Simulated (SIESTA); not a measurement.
Input and output of a self-consistent single point for LaGa3Pd2 (P1, 6 atoms in the cell) (SIESTA).

Computed with GGA PBEsol, numerical atomic orbitals DZP, PseudoDojo PBEsol standard norm-conserving potentials (rewritten from UPF to PSML) (SIESTA).

The change in words: atoms moved at random. Reference geometry:
```
LaGa3Pd2
1.0
    5.44368     0.00000     0.00000
   -2.72184     4.71436     0.00000
    0.00000     0.00000     4.29021
La Ga Pd
1 3 2
Direct
  0.00000   0.00000   0.00000
  0.50000   0.00000   0.50000
  0.50000   0.50000   0.50000
  0.00000   0.50000   0.50000
  0.66667   0.33333   0.00000
  0.33333   0.66667   0.00000
```

Reference input (self-consistent single point, DFT, GGA PBEsol, numerical atomic orbitals DZP, PseudoDojo PBEsol standard norm-conserving potentials (rewritten from UPF to PSML)): XC.functional = GGA; XC.authors = PBEsol; potentials = PseudoDojo PBEsol standard; PAO.BasisSize = DZP; PAO.EnergyShift = 0.01 Ry; MeshCutoff = 300 Ry; kgrid.MonkhorstPack = 6 6 7; OccupationFunction = MP; OccupationMPOrder = 0; ElectronicTemperature = 580.23 K; MaxSCFIterations = 150; SCF.Mixer.Method = Pulay. This run's input differs from it in these lines:

```diff
@@ -19,8 +19,8 @@
 %block AtomicCoordinatesAndAtomicSpecies
-     0.000000000    0.000000000    0.000000000  1
-     0.500000000    0.000000000    0.500000000  2
-     0.500000000    0.500000000    0.500000000  2
-     0.000000000    0.500000000    0.500000000  2
-     0.666667000    0.333333000    0.000000000  3
-     0.333333000    0.666667000    0.000000000  3
+    -0.005974000    0.000207000   -0.006157000  1
+     0.494363000   -0.006398000    0.496204000  2
+     0.506706000    0.505317000    0.526143000  2
+    -0.003495000    0.494432000    0.499896000  2
+     0.669676000    0.331693000   -0.003229000  3
+     0.338724000    0.674749000   -0.012857000  3
 %endblock AtomicCoordinatesAndAtomicSpecies
```

Output (repeated stretches shortened):

```
        iscf     Eharris(eV)        E_KS(eV)     FreeEng(eV)     dDmax    Ef(eV) dHmax(eV)
   scf:    1   -14501.798495   -14525.997523   -14526.000713  1.191884 -4.522464  4.608210
   scf:    2   -14527.320785   -14526.771839   -14526.773538  0.243297 -4.625245  2.697299
   scf:    3   -14527.246114   -14527.036772   -14527.037619  0.183946 -4.672038  1.180879
   scf:    4   -14527.162485   -14527.108762   -14527.109378  0.116364 -4.727357  0.276400
   scf:    5   -14527.117391   -14527.113971   -14527.114660  0.040524 -4.746880  0.027042
   scf:    6   -14527.114393   -14527.114265   -14527.115024  0.006062 -4.745766  0.015856
   scf:    7   -14527.114293   -14527.114281   -14527.115036  0.000935 -4.746164  0.006381
   scf:    8   -14527.114293   -14527.114288   -14527.115038  0.000701 -4.746635  0.002494
   scf:    9   -14527.114289   -14527.114289   -14527.115039  0.000304 -4.746950  0.001001
   scf:   10   -14527.114288   -14527.114288   -14527.115039  0.000082 -4.746962  0.000271
SCF Convergence by DM+H criterion
max |DM_out - DM_in|         :     0.0000824992
max |H_out - H_in|      (eV) :     0.0002707661
SCF cycle converged after 10 iterations

Using DM_out to compute the final energy and forces

siesta: E_KS(eV) =           -14527.1143

siesta: E_KS - E_eggbox =    -14527.1143

siesta: Atomic forces (eV/Ang):
     1    0.358174    0.079786    0.273101
     2   -0.075938    0.293139   -0.216893
     3   -0.022173   -0.206937   -1.007664
     4    0.123554    0.073039   -0.272179
     5   -0.125897   -0.035870    0.437514
     6   -0.243798   -0.203813    0.789780
   Tot    0.013921   -0.000656    0.003658
   Max    1.007664
   Res    0.367774    sqrt( Sum f_i^2 / 3N )
   Max    1.007664    constrained

   [... lines left out ...]
siesta: FreeEng =    -14527.115039
   [... lines left out ...]
siesta:     0.013977    0.001602   -0.000033
siesta:     0.001602    0.016473   -0.000000
siesta:    -0.000033   -0.000000    0.011018

siesta: Cell volume =        110.101781 Ang**3

siesta: Pressure (static):
siesta:                Solid            Molecule  Units
siesta:          -0.00015055          0.00002066  Ry/Bohr**3
siesta:          -0.01382260          0.00189681  eV/Ang**3
siesta:         -22.14624061          3.03902822  kBar
```

The run converged in 10 iterations. Against the reference run the free energy rises by 17.2 meV/atom, the pressure goes from -2.77 to -2.21 GPa and the largest force goes from 0.000 to 1.029 eV/Å.

The starting cell comes from a database of computed structures (which also holds hypothetical and non-ambient phases and stackings), without a prior relaxation at this level. For this run, on top of that: atoms moved at random. Spin polarisation is off. Values carry the incompleteness of an atom-centred basis. Forces in this geometry exceed 1 eV/Å.

Cost on one core of a shared machine: roughly 2 min.
